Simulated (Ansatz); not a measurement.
Consider SiO2 in the rutile structure (space group P4_2/mnm, No. 136; a = 4.236 Å, c = 2.690 Å). Axes: x, y, z lie along a, b, c of the conventional cell.

The change: uniaxial strain ε_zz = −1.80 %, all other strain components held at zero; the atoms relax in the strained cell.

Levels (all Ansatz, an electronic-structure program, PAW): PBE (420 eV, scalar-relativistic without spin-orbit coupling); PBE+SOC (420 eV, spin-orbit coupling included).

The geometry is relaxed with PBE.

| Quantity | Result |
|---|---|
| PBE pressure | 6.62 GPa |
| PBE valence-band top at Γ | 0.00, -0.88, -0.88 eV |
| PBE band gap | 5.42 eV |
| PBE electron mass | 0.39 mₑ along z, 0.47 mₑ across (at Γ) |

With PBE+SOC at the same geometry, the pressure remains 6.62 GPa; the valence-band top at Γ (three highest Kramers pairs, from the VBM) goes from 0.00, -0.88, -0.88 eV to 0.00, -0.86, -0.89 eV; the band gap remains 5.42 eV; the electron mass is still 0.39 mₑ along z, 0.47 mₑ across (at Γ).

Single points use the geometry relaxed with PBE. Differences between runs with and without spin-orbit coupling are approximate. Effective masses come from finite differences of ±0.01 Å⁻¹. Whether these cells are dynamically stable was not tested.
